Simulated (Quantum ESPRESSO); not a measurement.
Input and output of a self-consistent single point for HfSiO4 (I4_1/amd, 12 atoms in the cell) (Quantum ESPRESSO).

Method of the run: PBE, PseudoDojo standard norm-conserving (PBE) pseudopotentials (plane waves; Quantum ESPRESSO).

```xyz
12
Lattice="-3.1974 3.1974 2.9101 3.1974 -3.1974 2.9101 3.1974 3.1974 -2.9101" Properties=species:S:1:pos:R:3 pbc="T T T"
Hf     0.0000     0.0000     0.0000
Hf     0.0000     3.1974     1.4550
Si     3.1974     0.0000     1.4550
Si     0.0000     0.0000     2.9101
O      3.1974     2.0137    -1.0523
O      4.3811     0.0000     0.4028
O      0.0000     1.1837     1.8578
O      2.0137     0.0000     0.4028
O      3.1974     1.1837     2.5073
O      1.1837     0.0000     3.9624
O      3.1974    -1.1837     2.5073
O      2.0137     3.1974     1.0523
```

Reference input (self-consistent single point, DFT, PBE, plane waves, PseudoDojo standard norm-conserving (PBE) pseudopotentials): ecutwfc = 85 Ry; occupations = smearing; smearing = gauss; degauss = 0.0036749 Ry; potentials = {Hf: Hf.upf, Si: Si.upf, O: O.upf}; K_POINTS = automatic 4 4 4 0 0 0; conv_thr = 1e-10 Ry; mixing_beta = 0.3. This run's input differs from it in these lines:

```diff
@@ -18,3 +18,3 @@
 &electrons
- conv_thr = 1e-10
+ conv_thr = 7.3e-03
  mixing_beta = 0.3
```

Output, abridged:

```
     Self-consistent Calculation

     iteration #  1     ecut=    85.00 Ry     beta= 0.30

     total energy              =    -508.22382284 Ry
     estimated scf accuracy    <       3.40632417 Ry

     iteration #  2     ecut=    85.00 Ry     beta= 0.30

     total energy              =    -508.55056674 Ry
     estimated scf accuracy    <       0.28084030 Ry

     iteration #  3     ecut=    85.00 Ry     beta= 0.30

     total energy              =    -508.60794772 Ry
     estimated scf accuracy    <       0.04495938 Ry

     iteration #  4     ecut=    85.00 Ry     beta= 0.30

     total energy              =    -508.61322874 Ry
     estimated scf accuracy    <       0.00850679 Ry

     iteration #  5     ecut=    85.00 Ry     beta= 0.30
     End of self-consistent calculation

     the Fermi energy is    10.2024 ev

!    total energy              =    -508.61259891 Ry
     estimated scf accuracy    <       0.00169504 Ry
     smearing contrib. (-TS)   =      -0.00000000 Ry
     internal energy E=F+TS    =    -508.61259891 Ry

     convergence has been achieved in   5 iterations

     Forces acting on atoms (cartesian axes, Ry/au):

     atom    1 type  1   force =     0.00000000   -0.00000000    0.00000000
     atom    2 type  1   force =     0.00000000    0.00000000   -0.00000000
     atom    3 type  2   force =     0.00000000    0.00000000   -0.00000000
     atom    4 type  2   force =     0.00000000   -0.00000000    0.00000000
     atom    5 type  3   force =     0.00000000   -0.02212169   -0.00907755
   [... lines left out ...]
     Total force =     0.067633     Total SCF correction =     0.032375
   [... lines left out ...]
     SCF correction compared to forces is large: reduce conv_thr to get better values

          total   stress  (Ry/bohr**3)                   (kbar)     P=      312.60
   0.00204233  -0.00000000  -0.00000000          300.44       -0.00       -0.00
  -0.00000000   0.00204233  -0.00000000           -0.00      300.44       -0.00
  -0.00000000  -0.00000000   0.00229037           -0.00       -0.00      336.92

   JOB DONE.
```

The run converged in 5 iterations. Against the reference run the free energy goes up by 1.1 meV/atom, the pressure goes from 28.99 to 31.26 GPa, the largest force goes from 0.766 to 0.615 eV/Å and the gap on the mesh goes from 5.879 to 5.945 eV. The full log also holds: “SCF correction compared to forces is large: reduce conv_thr to get better values”.

The starting cell comes from a database of computed structures (which also holds hypothetical and non-ambient phases and stackings), without a prior relaxation at this level. Its lattice was rescaled by a random factor within 2.5 % of one. Spin-orbit coupling is off. With a pressure of about 31 GPa the cell is away from its equilibrium volume at this level.

Cost on one core of a shared machine: roughly 50 s.
